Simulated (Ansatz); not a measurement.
The reference is ZrO₂ (space group P4_2/nmc, No. 137; a = 3.621 Å, c = 5.284 Å). Axes: x, y, z lie along a, b, c of the conventional cell.

Levels (all Ansatz, a quantum-chemistry and plane-wave program, PAW, earlier PAW set): PBE (420 eV, without spin-orbit coupling); HSE06 (420 eV, no spin-orbit coupling).

Its gap is 4.04 eV with PBE and 5.68 eV with HSE06.

Perturbation: uniaxial stress, 5 GPa tension along z, with the cell and atoms free to relax against it.

With PBE the gap becomes 4.14 eV.

Q: If the HSE06 correction stayed the same, what would the HSE06 gap be, and what does the HSE06 run give?

A: A rigid correction of +1.64 eV gives 5.78 eV. The HSE06 run gives 5.75 eV, so the two effects roughly add.

Single points use the geometry relaxed with PBE. HSE06 was sampled on its mesh, a few special points and the semilocal edge points, so its gap is an upper bound. Load acts through the strain it causes; cell and atoms are relaxed under it. Stability under load was not tested beyond the relaxation. This is not the structure that ZrO2 has at room temperature and ambient pressure.
